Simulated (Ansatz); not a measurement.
## ZnS: carrier doping

The parent structure is ZnS in the wurtzite structure (space group P6_3mc, No. 186; a = 3.845 Å, c = 6.306 Å).

Carriers are added at fixed cell with a uniform background; the Fermi–Dirac width is that of 300 K.

Level of theory: Ansatz (an electronic-structure program) PBE, spin-orbit coupling left out.

Notes on the quantities. Fermi level from band edge: Fermi level relative to the doped band's edge (positive inside the band; to 0.05 eV).

| case | Fermi level from band edge | gap between the host's bands |
|---|---|---|
| undoped | – | 2.08 eV |
| electrons 1.0×10^21 cm⁻³ | … | 2.05 eV |
| electrons 1.5×10^21 cm⁻³ | +1.25 eV | 2.05 eV |
| electrons 2.0×10^21 cm⁻³ | +1.35 eV | 2.04 eV |
| electrons 7.0×10^21 cm⁻³ | +1.65 eV | 1.94 eV |
| holes 1.0×10^21 cm⁻³ | +0.20 eV | 2.11 eV |
| holes 1.5×10^21 cm⁻³ | +0.20 eV | 2.12 eV |
| holes 2.0×10^21 cm⁻³ | +0.25 eV | 2.14 eV |
| holes 7.0×10^21 cm⁻³ | +0.55 eV | 2.28 eV |

Question: Complete the table.

Answer: 
- electrons 1.0×10^21 cm⁻³, Fermi level from band edge: +1.15 eV

Carriers are added with a uniform compensating background; total energy and stress of such cells depend on the potential's zero and are not compared; many-body gap narrowing is missing at this level. No phonon test of stability was made.
